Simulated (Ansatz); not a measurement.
**CdSe: x(Br) = 0.5, 4 atoms, P-4m2**

Take CdSe in the zinc blende structure (space group F-43m, No. 216; a = 6.133 Å) as the base.

The other end (x = 1) is CdBr in the zinc blende structure (space group F-43m, No. 216; a hypothetical phase, not in the database extracts checked): 38.71 Å³/atom, gap zero; this end may not be an ambient phase.

Modification: a fraction x = 0.5 of the Se sites is given to Br, ordered in a cell of 4 atoms (starting symmetry P-4m2) and fully relaxed.

Calculations: plane-wave PAW DFT at the r2SCAN level (Ansatz, a quantum-chemistry and plane-wave program, 500 eV), no spin-orbit coupling. Γ-centred 10×10×8 mesh, Fermi–Dirac width 0.05 eV, for the changed cell.

| quantity | base | changed | shift |
|---|---|---|---|
| volume per atom | 28.84 Å³ | 33.47 Å³ | +4.63 Å³ |
| density | 5.51 g/cm³ | 4.76 g/cm³ | -0.75 g/cm³ |
| shortest interatomic distance | 2.656 Å | 2.681 Å | +0.025 Å |
| band gap | 1.04 eV | zero | – |
| mixing energy (to 0.01 eV only: unlike meshes or grids) (against an end that may be hypothetical) | – | +0.03 eV/atom | – |
| deviation of the volume from the linear (Vegard-type) interpolation | – | -0.9 % | – |
| mean first-shell distances | – | Se–Cd 2.681 Å (end compound 2.656 Å), Br–Cd 2.925 Å (end compound 2.930 Å) | – |

Final structure:

```
Cd2SeBr
1.0
    4.70365     0.00000     0.00000
    0.00000     4.70365     0.00000
    0.00000     0.00000     6.05093
Se Br Cd
1 1 2
Cartesian
  0.00000   0.00000   0.00000
  2.35182   2.35182   3.02547
  2.35182   0.00000   4.76407
  0.00000   2.35182   1.28686
```

These are small ordered cells, not random alloys; other orderings at the same x differ. Stability against distortions was not tested. All final runs are without spin polarisation. An odd electron count without spin: Cd2SeBr and CdBr.
